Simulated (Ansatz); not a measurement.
Results of r²SCAN (Ansatz, a program for electronic structure, PAW) for CaZnF₄ (I4₁/a, No. 88, 12 atoms in the cell; start COD 1529060).

Numerical settings: plane-wave cutoff 560 eV, 10×10×10 k mesh, Fermi–Dirac smearing 0.01 eV, scalar-relativistic PAW data made under PBE.

Cell (relaxed at this level):

```
CELL_PARAMETERS angstrom
     -2.62814     2.62814     5.49321
      2.62814    -2.62814     5.49321
      2.62814     2.62814    -5.49321
ATOMIC_POSITIONS crystal
  Zn 0.75000 0.25000 0.50000
  Zn 0.00000 0.00000 0.00000
  Ca 0.25000 0.75000 0.50000
  Ca 0.50000 0.50000 0.00000
  F  0.17022 0.73119 0.07997
  F  0.84025 0.42022 0.93903
  F  0.65122 0.09025 0.92003
  F  0.48119 0.90122 0.06097
  F  0.57978 0.51881 0.42003
  F  0.90975 0.82978 0.56097
  F  0.09878 0.15975 0.57997
  F  0.26881 0.34878 0.43903
```

Task: Estimate the band gap and bulk modulus B0 that the calculation returns.

Result: 
- band gap = 6.05 eV (on the SCF k mesh)
- bulk modulus B0 = 77.7 GPa

Note: the relaxation could not lower the start's symmetry, so the cell can be a saddle point above a distorted one; the bulk modulus is −V dP/dV from two relaxed cells at ±2 % in volume.

Static lattice: no zero-point or thermal effects.

It cost roughly 22 core-minutes of CPU time.
